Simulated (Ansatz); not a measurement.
Effect of isotropic strain +4.85 % on hypothetical simple cubic Cr

Consider Cr in the simple cubic structure (space group Pm-3m, No. 221; a = 2.340 Å; not spin-polarised; a hypothetical phase, not in the database extracts checked; relaxed with 0.1 eV smearing).

Modification: the cell is scaled by 1.0485 in all directions, atoms relaxed at fixed cell.

All numbers come from PBE (Ansatz, a program for electronic structure, PAW, scalar-relativistic without spin-orbit coupling). Settings: 28×28×28 k-points, 0.1 eV Fermi–Dirac smearing.

| quantity | base | changed | shift |
|---|---|---|---|
| volume per atom | 12.82 Å³ | 14.78 Å³ | +1.96 Å³ |
| space group | Pm-3m (No. 221) | Pm-3m (No. 221) | – |
| energy relative to the base (free energy F) | 0 meV/atom | +137 meV/atom | +137 meV/atom |
| pressure | 0.0 GPa | -19.9 GPa | -19.9 GPa |
| band gap | zero | zero | – |

Final structure:

```yaml
crystal:
  lattice:
    - [2.45387, 0.00000, 0.00000]
    - [0.00000, 2.45387, 0.00000]
    - [0.00000, 0.00000, 2.45387]
  atoms:
    - { symbol: Cr, position: [0.00000, 0.00000, 0.00000] }
```

No phonon test of stability was made. Starting moments died away, wholly or in part, for the base; another magnetic solution may exist. All final runs are without spin polarisation. Cr has a high density of states at the Fermi level and may be magnetic at this level.
